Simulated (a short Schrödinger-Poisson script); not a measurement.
Stack: symmetric double-gate stack, Si3N4 on p-type Si(111), at 77 K.

| layer | material | thickness (nm) | Na (cm⁻³) |
|---|---|---|---|
| 1 | Si3N4 | 3.3 | - |
| 2 | Si | 6 | 5e17 |
| 3 | Si3N4 | 3.3 | - |

The device is made up for the run: typed textbook-type constants, with dimensions and the other settings drawn at random. Si3N4: permittivity 7.5, conduction-band edge (eV) 1.95, gap (eV) 5.1, electron mass (mₑ) 0.5. Si: permittivity 11.7, conduction-band edge (eV) 0, gap (eV) 1.124, Nv at 300 K (cm⁻³) 3.1e19.

Channel valleys (confinement mass, in-plane density-of-states mass, number): Δ6 0.258, 0.358, 6. At the gates, both at one voltage, the conduction-band edge of layer 1 lies 2.14 eV − eVg above the Fermi level of the channel. Gaps are held at their typed values at every temperature. Mesh 0.03 nm at interfaces.

Solved with a short Schrödinger-Poisson script written for these runs: 1D Poisson equation in equilibrium, electrons quantum, Hartree (BenDaniel-Duke, 12 states a valley, the channel's in-plane mass for all, wave functions ending at the dielectric), parabolic valleys, classical holes, full ionisation, no traps, pinning or gate leakage.

The same stack at other levels of the model or other numerical settings:

```
run                                          sheet density of all electrons at Vg = 0.9 V (cm⁻²)  sheet density of all electrons at Vg = 0.3 V (cm⁻²)  capacitance of both gates at Vg = 0.9 V (μF/cm²)  rough cost against the base
-------------------------------------------  ---------------------------------------------------  ---------------------------------------------------  ------------------------------------------------  ---------------------------
base                                                                                     1.22e13                                              1.21e12                                              3.04                      about 1
electrons treated as classical, Boltzmann                                             (withheld)                                              2.19e12                                        (withheld)                         0.05
electrons treated as classical, Fermi-Dirac                                              1.53e13                                           (withheld)                                              3.60                          0.1
mesh six times as coarse                                                                 1.22e13                                              1.21e12                                              3.04                          0.4
one subband a valley                                                                     1.22e13                                              1.21e12                                              3.04                          0.5
```

Problem. Some entries are withheld; supply them.

Solution. 
- electrons treated as classical, Boltzmann, capacitance of both gates at Vg = 0.9 V (μF/cm²): 3.93
- electrons treated as classical, Boltzmann, sheet density of all electrons at Vg = 0.9 V (cm⁻²): 1.66e13
- electrons treated as classical, Fermi-Dirac, sheet density of all electrons at Vg = 0.3 V (cm⁻²): 2.09e12

The classical rows ignore confinement, and Boltzmann statistics overrate the density once the band edge passes the Fermi level.
